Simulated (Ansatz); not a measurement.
**Carrier properties of MgS (I4/mmm)**

Given:

```
CELL_PARAMETERS angstrom
      0.00000     2.60669     2.58268
      2.60669     0.00000     2.58268
      2.60669     2.60669     0.00000
ATOMIC_POSITIONS crystal
  Mg 0.00000 0.00000 0.00000
  S  0.50000 0.50000 0.50000
```

Level of theory: PBEsol with spin-orbit coupling, rigid bands (plane waves, PAW; Ansatz, a quantum-chemistry and plane-wave program). Condition of this run: biaxial stress xx = yy = -1 GPa (compression positive) (the target of the relaxation). How the cell was made: cell and atoms relaxed with PBEsol, then loaded as said.

| Property | Result |
|---|---|
| band gap | 2.63 eV |
| electron conductivity mass (300 K, dilute) | 0.32 (x), 0.32 (y), 0.44 (z) mₑ |
| hole conductivity mass (300 K, dilute) | 1.15 (x), 1.15 (y), 1.29 (z) mₑ |
| effective density of states N_c (300 K) | 7.4e18 cm⁻³ |
| effective density of states N_v (300 K) | 5.9e19 cm⁻³ |
| density-of-states mass, electrons | 0.44 mₑ |
| density-of-states mass, holes | 1.77 mₑ |
| Seebeck coefficient, n-type 1e19 cm⁻³, 300 K | -242 μV/K |
| best n-type power factor at 300 K for τ = 10 fs (best axis; densities from 1e16 to 1e21 cm⁻³ tried, whether or not they can be reached) | 7.3 μW/(cm·K²) at 1e20 cm⁻³ |
| Seebeck coefficient, p-type 1e19 cm⁻³, 300 K | 430 μV/K |

Rigid bands; masses and Seebeck coefficients take one relaxation time τ for all states and one kind of carrier; polarons and phonon drag are left out.
